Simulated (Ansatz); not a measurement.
Here is the system:

```yaml
crystal:
  lattice:
    - [3.90069, 0.00000, 0.00000]
    - [-1.95034, 3.37809, 0.00000]
    - [0.00000, 0.00000, 6.44269]
  atoms:
    - { symbol: Si, position: [0.66667, 0.33333, 0.87454] }
    - { symbol: Si, position: [0.33333, 0.66667, 0.37454] }
    - { symbol: Ge, position: [0.66667, 0.33333, 0.50046] }
    - { symbol: Ge, position: [0.33333, 0.66667, 0.00046] }
```

Computed with PBEsol, rigid bands (plane waves, PAW, scalar-relativistic; Ansatz, an electronic-structure program). Cell: cell and atoms relaxed with PBEsol.

Question: What conductivity effective mass do dilute electrons have at 300 K?

Answer: 0.23 (x), 0.23 (y), 0.41 (z) mₑ.

Question: And the band gap?

Answer: 0.35 eV at this level; semilocal functionals usually fall short of the measured gap.

Rigid bands, one relaxation time for all states, no polarons. Spin-orbit coupling is left out; where it splits the top of the valence band it changes the hole mass and lowers the gap by about a third of the splitting.

Computed structure with no diffraction record at hand here (it may be known, metastable or hypothetical): GeSi (P6_3mc).
